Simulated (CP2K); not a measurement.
# A self-consistent single point of Ga (Cmce, 4 atoms in the cell) with CP2K

Level of theory: PBE, GPW, DZVP-MOLOPT-SR-GTH basis, GTH-PBE potentials (GTH_POTENTIALS) run with CP2K.

The input file:

```
&GLOBAL
  PROJECT scf
  RUN_TYPE ENERGY_FORCE
  PRINT_LEVEL LOW
&END GLOBAL
&FORCE_EVAL
  METHOD Quickstep
  STRESS_TENSOR ANALYTICAL
  &DFT
    BASIS_SET_FILE_NAME BASIS_MOLOPT
    POTENTIAL_FILE_NAME GTH_POTENTIALS
    &QS
      METHOD GPW
      EPS_DEFAULT 1E-10
    &END QS
    &MGRID
      CUTOFF 600
      REL_CUTOFF 60
      NGRIDS 5
    &END MGRID
    &SCF
      SCF_GUESS ATOMIC
      EPS_SCF 1E-7
      MAX_SCF 100
      ADDED_MOS 9
      &DIAGONALIZATION
        ALGORITHM STANDARD
      &END DIAGONALIZATION
      &MIXING
        METHOD BROYDEN_MIXING
        ALPHA 0.3
        NBUFFER 8
        BETA 1
      &END MIXING
      &SMEAR ON
        METHOD GAUSSIAN
        SIGMA [eV] 0.272
      &END SMEAR
    &END SCF
    &KPOINTS
      SCHEME MONKHORST-PACK 7 7 6
      GAMMA_CENTERED T
    &END KPOINTS
    &XC
      &XC_FUNCTIONAL PBE
      &END XC_FUNCTIONAL
    &END XC
    &PRINT
      &MO
        EIGENVALUES T
        OCCUPATION_NUMBERS T
        NDIGITS 8
        FILENAME mo
        &EACH
          QS_SCF 0
        &END EACH
        ADD_LAST NUMERIC
      &END MO
      &MULLIKEN OFF
      &END MULLIKEN
    &END PRINT
  &END DFT
  &SUBSYS
    &CELL
      A 4.35145900 0.00000000 0.00000000
      B -2.14198800 3.78775400 0.00000000
      C 0.00000000 0.00000000 4.50721200
      PERIODIC XYZ
    &END CELL
    &COORD
      Ga       2.11576520     1.30412370     1.87229586
      Ga       0.09370580     2.48363030     2.63491614
      Ga       3.34042930     0.58975330     4.12590186
      Ga      -1.13095830     3.19800070     0.38131014
    &END COORD
    &KIND Ga
      BASIS_SET DZVP-MOLOPT-SR-GTH-q13
      POTENTIAL GTH-PBE-q13
    &END KIND
  &END SUBSYS
  &PRINT
    &FORCES ON
    &END FORCES
    &STRESS_TENSOR ON
    &END STRESS_TENSOR
  &END PRINT
&END FORCE_EVAL
```

Output (repeated stretches shortened):

```
 GLOBAL| Method name                                                        CP2K
 GLOBAL| Project name                                                        scf
 GLOBAL| Run type                                                   ENERGY_FORCE

 TOTAL NUMBERS AND MAXIMUM NUMBERS

  Total number of            - Atomic kinds:                                   1
                             - Atoms:                                          4
                             - Shell sets:                                     4
                             - Shells:                                        28
                             - Primitive Cartesian functions:                 24
                             - Cartesian basis functions:                    120
                             - Spherical basis functions:                    100

  Maximum angular momentum of the orbital basis functions:                     3

 SCF PARAMETERS         Density guess:                                    ATOMIC
                        max_scf:                                             100
                        max_diis:                                              4
                        eps_scf:                                        1.00E-07
                        eps_diis:                                       1.00E-01
                        eps_eigval:                                     1.00E-05
                        level_shift [a.u.]:                             0.000000
                        added MOs                                         9    0
                        Mixing method:                            BROYDEN_MIXING
                                                charge density mixing in g-space
                        Smear method:                                   GAUSSIAN
                        Smearing width (sigma) [a.u.]:                  1.00E-02
                        Accuracy threshold:                             1.00E-10
                        No outer SCF

 Extrapolation method: initial_guess

 Number of electrons:                                                         52
 Number of occupied orbitals:                                                 26
 Number of molecular orbitals:                                                35

 Number of orbital functions:                                                100
 Number of independent orbital functions:                                    100

 SCF WAVEFUNCTION OPTIMIZATION

  Step     Update method      Time    Convergence         Total energy    Change
     1 NoMix/Diag. 0.30E+00      -     1.19386275      -298.7390510221 -2.99E+02
     2 Broy./Diag. 0.30E+00      -     0.00699652      -298.7608640417 -2.18E-02
     3 Broy./Diag. 0.30E+00      -     0.01472015      -298.4459648853  3.15E-01
     4 Broy./Diag. 0.30E+00      -     0.00363109      -298.2920454660  1.54E-01
     5 Broy./Diag. 0.30E+00      -     0.00075090      -298.3364087799 -4.44E-02
     6 Broy./Diag. 0.30E+00      -     0.00102300      -298.3421155670 -5.71E-03
     7 Broy./Diag. 0.30E+00      -     0.00009540      -298.3429981005 -8.83E-04
     8 Broy./Diag. 0.30E+00      -     0.00010407      -298.3436101814 -6.12E-04
     9 Broy./Diag. 0.30E+00      -     0.00000123      -298.3439866977 -3.77E-04
    10 Broy./Diag. 0.30E+00      -     0.00000168      -298.3439705004  1.62E-05
    11 Broy./Diag. 0.30E+00      -     0.00000016      -298.3439607063  9.79E-06
    12 Broy./Diag. 0.30E+00      -     0.00000025      -298.3439612777 -5.71E-07
    13 Broy./Diag. 0.30E+00      -     0.00000002      -298.3439614208 -1.43E-07

  *** SCF run converged in    13 steps ***

  Electronic density on regular grids:        -51.9999998539        0.0000001461
  Core density on regular grids:               51.9999999959       -0.0000000041
  Total charge density on r-space grids:        0.0000001420
  Total charge density g-space grids:           0.0000001420

  Overlap energy of the core charge distribution:               0.00000000150823
  Self energy of the core charge distribution:               -389.17567191661561
  Core Hamiltonian energy:                                    116.97677990546910
  Hartree energy:                                              14.67681884552623
  Exchange-correlation energy:                                -40.82097059970011
  Smearing free energy correction:                             -0.00091765703415
  Fermi energy:                                                 0.21341099970061

  Total energy:                                              -298.34396142079515
  Total energy (extrapolated to sigma->0):                   -298.34350259227807

 ENERGY| Total FORCE_EVAL ( QS ) energy [hartree]           -298.343961340577721

 FORCES| Atomic forces [hartree/bohr]
 FORCES|   Atom     x               y               z               |f|
 FORCES|      1 -1.74735789E-03  1.01926124E-03 -1.02126202E-03   2.26608235E-03
 FORCES|      2  1.74735132E-03 -1.01925842E-03  1.02126119E-03   2.26607563E-03
 FORCES|      3  1.74736423E-03 -1.01926747E-03 -1.02128512E-03   2.26610045E-03
 FORCES|      4 -1.74735758E-03  1.01926465E-03  1.02128602E-03   2.26609446E-03
 FORCES| Sum     7.14646259E-11 -5.27369814E-13  5.47654491E-11
 FORCES| Total atomic force                                       9.00373550E-11

 STRESS| Analytical stress tensor [bar]
 STRESS|                        x                   y                   z
 STRESS|      x        6.03588479848E+04  -1.53963791043E+01  -6.75446791448E-02
 STRESS|      y       -1.53963791043E+01   6.03416143324E+04  -2.45684738395E-02
 STRESS|      z       -6.75446791448E-02  -2.45684738395E-02   5.25690217121E+04
 STRESS| 1/3 Trace                                             5.77564946764E+04
```

The run converged in 13 iterations.

The starting cell comes from a database of computed structures (which also holds hypothetical and non-ambient phases and stackings), without a prior relaxation at this level. Its lattice was rescaled by a random factor within 2.5 % of one. Values carry the incompleteness of an atom-centred basis. With a pressure of about 6 GPa the cell is away from its equilibrium volume at this level.

Cost on one core of a shared machine: roughly 2 min.
